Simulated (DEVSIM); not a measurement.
System: Pt/Al2O3/SiO2/n-Si capacitor, at 250 K.

Layer 1 from the left is Al2O3, thickness (nm) 9.90. Layer 2 from the left is SiO2, thickness (nm) 1.40. Layer 3 from the left is Si, thickness (nm) 900, Nd (cm⁻³) 4.1e17.

Metal gate on the left, work function 5.6 eV. Fixed charge at the semiconductor interface -6.9e11 cm⁻² (in units of +e); interface traps 9.7e11 cm⁻² eV⁻¹, uniform in energy, neutral level at 0.3 of the gap above the valence band.

Constants are typed, rounded textbook-type inputs, not results; the design itself was drawn at random and stands for no fabricated device. Values at 300 K; Nc and Nv go as T^1.5, mobilities as T to minus their exponent, the gap by Varshni's rule with the affinity fixed.

Al2O3: gap (eV) 6.8, affinity (eV) 1.35, permittivity 9. SiO2: gap (eV) 9, affinity (eV) 0.9, permittivity 3.9. Si: gap (eV) 1.124, affinity (eV) 4.05, permittivity 11.7, Nc (cm⁻³) 2.86e19, Nv (cm⁻³) 3.1e19, Varshni α (eV/K) 0.000473, Varshni β (K) 636.

DEVSIM, 1D Poisson equation in equilibrium, Boltzmann statistics, complete ionisation; no quantum confinement or tunnelling. Metal contacts follow the ideal Schottky-Mott rule: no Fermi-level pinning, no interface dipoles.

What does the simulation give for the minimum of the low-frequency capacitance, the flat-band voltage?

minimum of the low-frequency capacitance 0.225 μF/cm²; flat-band voltage 1.83 V.
